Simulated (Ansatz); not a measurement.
**Ansatz (an electronic-structure program) run on KHg2 (Imma, 6 atoms in the cell): self-consistent single point**

Method of the run: LDA (PW92), default PAW files made with PBE (plane waves; Ansatz).

Input:

Ansatz 0.2 input:
```yaml
crystal:
  lattice:
    - [-2.625490, 3.968075, 4.573245]
    - [2.625490, -3.968075, 4.573245]
    - [2.625490, 3.968075, -4.573245]
  atoms:
    - { symbol: K, position_ang: [2.625490, 1.984038, 4.123512] }
    - { symbol: K, position_ang: [0.000000, 1.984037, 0.449733] }
    - { symbol: Hg, position_ang: [2.625490, 3.544047, -1.489597] }
    - { symbol: Hg, position_ang: [0.000000, 0.424028, 6.062842] }
    - { symbol: Hg, position_ang: [0.000000, 4.392103, 3.083648] }
    - { symbol: Hg, position_ang: [2.625490, -0.424028, 1.489597] }
kpoints:
  mp_grid: { grid: [6, 6, 6] }
hamiltonian:
  xc: lda
  pseudopotentials: { kind: paw }
scf:
  occupations: { method: methfessel_paxton, width: 0.1 }
output:
  forces: true
  eigenvalues: true
  stress: true
```

Output (repeated stretches shortened):

```
WARN the atoms were moved onto the symmetric positions of the space group found under crystal.symmetry.tolerance 1.0e-5 (fractional …
WARN basis.ecutwfc = 420 eV, the default
WARN ansatz: RAYON_NUM_THREADS=1 ignored (pool sized by the plan → 1); use --threads N
Pseudopotentials: kind: paw
Pseudopotential: K, paw, valence charge 9
Pseudopotential: Hg, paw, valence charge 20
Crystal: 6 atoms, lattice volume = 190.579 Å³
Basis set: ecut = 420 eV, 3715 PW (Γ)
Bands: 59, of which v1, the nominal top of the filled ones, is band 49 counted from 1 (48 counted from 0)
Symmetry: 8 space group operations
Space group: Imma (ITA 74), of the structure as read, at distance tolerance 5.8e-5 Å
k-points: 46 of 216
PAW frozen core: K, regenerated for the run's functional, and the local potential with it
PAW frozen core: Hg, regenerated for the run's functional, and the local potential with it
Initial density: superposition of atomic densities (neutral atoms: chi_scale 0, normalization atom), corrected by the library's trained network
Initial wavefunctions: pseudopotential atomic-orbital guess
Eigensolver: davidson
Functional: x = slater, c = lda
SCF iter   1: F=—  HF=-57083.747700 eV  |F-HF|=—  |Δ(HF+E_count)|=         —  Δρ=4.33e-3  dr2=2.02e-2  ethr=1.77e-3  ⟨swp⟩=8.2  Hψ=10273  notcnv=0  defer=30
all-band conjugate gradients solve this SCF's bands
preconditioner: auto → LDOS
SCF iter   2: F=—  HF=-57083.746265 eV  |F-HF|=—  |Δ(HF+E_count)|=   1.43e-3  S|Δr|=    0.00e0  Δρ=2.39e-3  dr2=1.05e-2  ethr=2.06e-5  ⟨swp⟩=2.8  Hψ=4814  notcnv=0  defer=110
SCF iter   3: F=—  HF=-57083.743072 eV  |F-HF|=—  |Δ(HF+E_count)|=   3.19e-3  S|Δr|=    0.00e0  Δρ=7.72e-4  dr2=1.09e-3  ethr=1.07e-5  ⟨swp⟩=2.0  Hψ=4618  notcnv=0  defer=110
SCF iter   4: F=—  HF=-57083.742715 eV  |F-HF|=—  |Δ(HF+E_count)|=   3.57e-4  S|Δr|=    0.00e0  Δρ=1.27e-4  dr2=3.99e-5  ethr=1.11e-6  ⟨swp⟩=2.0  Hψ=3554  notcnv=0  defer=110
SCF iter   5: F=—  HF=-57083.742582 eV  |F-HF|=—  |Δ(HF+E_count)|=   1.33e-4  S|Δr|=    0.00e0  Δρ=3.31e-5  dr2=3.11e-6  ethr=4.07e-8  ⟨swp⟩=2.0  Hψ=4066  notcnv=0  defer=110
SCF iter   6: F=—  HF=-57083.742581 eV  |F-HF|=—  |Δ(HF+E_count)|=   4.53e-7  S|Δr|=    0.00e0  Δρ=1.40e-5  dr2=6.60e-7  ethr=3.17e-9  ⟨swp⟩=2.0  Hψ=3977  notcnv=0  defer=110
SCF iter   7: F=-57083.742581 eV  HF=-57083.742581 eV  |F-HF|=7.33e-9  |Δ(HF+E_count)|=   1.95e-7  S|Δr|=    0.00e0  Δρ=2.95e-6  dr2=1.52e-8  ethr=1.02e-10  ⟨swp⟩=9.6  Hψ=11809  notcnv=0
SCF 1 converged in 7 iterations: F = -57083.742581 eV  dr2 = 1.52e-8
SCF converged after 7 iterations
Stability not checked (fill_not_monotonic)
Free energy (F): -57083.742581 eV
Harris-Foulkes:  -57083.742581 eV  (|F-HF|=7.33e-9)
Internal energy: -57083.742312 eV  (E = F + TS)
E sigma→0 (E₀):  -57083.742514 eV
Entropy (-TS):   -0.000269 eV (-0.045 meV/atom)
Fermi energy:    8.710621 eV
--- Per-component energies (eV) ---
  E_band       = -2205.849671
  E_kinetic    = 2924.893486
  E_local      = -14625.427348  (includes V_loc(G=0)·N_el)
  E_nonlocal   = 350.414391
  E_hartree    = 6187.463036
  E_xc         = -1140.649430
  E_vxc        = -1373.489807  (∫ρ·V_xc dr)
  E_paw        = -40107.603040  (= ΣΔE_a)
  E_vpaw       = -1857.164496  (= ΣTr[D̂ρ^β])
  E_aug_tail   = 0.003352  (compensation charges beyond the density's cutoff)
  E_ewald      = -10675.656130
  E_core_change = 2.819371  (= ΣΔE_core)
  E_smearing   = -0.000269  (= −TS)
  E_closure    = -0.000000  (closes the sum)
  Σ components = -57083.742581   (vs F -57083.742581, Δ=0.00e0)
--- Forces (eV/Å), atoms counted from 1 ---
  atom   1  K      0.00000000     0.00000000     0.02713679
  atom   2  K      0.00000000     0.00000000    -0.02713679
  atom   3  Hg     0.00000000    -0.09881773    -0.03795433
  atom   4  Hg     0.00000000     0.09881773     0.03795433
  atom   5  Hg     0.00000000     0.09881773    -0.03795433
  atom   6  Hg     0.00000000    -0.09881773     0.03795433
  max |Σ_I F_I| component: 2.78e-17 eV/Å
--- Stress (GPa, compression-positive) ---
       -2.752381       0.000000       0.000000
        0.000000      -2.163093       0.000000
        0.000000       0.000000      -2.854450
  P = ⅓ Tr σ = -2.5900 GPa (-25.900 kbar)
  The stress holds the Pulay correction. Without it, at fixed plane waves, as pw.x and ABINIT print it: P = -2.6084 GPa
--- Band table (eV; the first three rows and the last of 46) ---
  k-point 0: bands = ["-106.5801", "-106.5794", "-106.5789", "-106.5789", "-54.8751", "-54.8737", "-54.8736", "-54.8697", "-54.8646", "-54.8642", "-54.8610", "-54.8499", "-54.8477", "-54.8464", "-54.8417", "-54.8417", "-22.1018", "-22.0893", [...]
  k-point 1: bands = ["-106.5800", "-106.5794", "-106.5791", "-106.5789", "-54.8751", "-54.8740", "-54.8731", "-54.8689", "-54.8657", "-54.8630", "-54.8604", "-54.8503", "-54.8497", "-54.8474", "-54.8410", "-54.8406", "-22.1009", "-22.0900", [...]
  k-point 2: bands = ["-106.5799", "-106.5793", "-106.5793", "-106.5790", "-54.8751", "-54.8746", "-54.8719", "-54.8678", "-54.8664", "-54.8604", "-54.8601", "-54.8533", "-54.8512", "-54.8492", "-54.8399", "-54.8395", "-22.0984", "-22.0921", [...]
  k-point 45: bands = ["-106.5798", "-106.5798", "-106.5793", "-106.5786", "-54.8748", "-54.8735", "-54.8725", "-54.8710", "-54.8700", "-54.8595", "-54.8559", "-54.8497", "-54.8488", "-54.8487", "-54.8481", "-54.8366", "-22.0990", "-22.0918", [...]
```

The run converged in 7 iterations.

The starting cell comes from a database of computed structures (which also holds hypothetical and non-ambient phases and stackings), without a prior relaxation at this level. Spin-orbit coupling is off. Ansatz's pressure includes its estimate of the finite-basis (Pulay) stress.
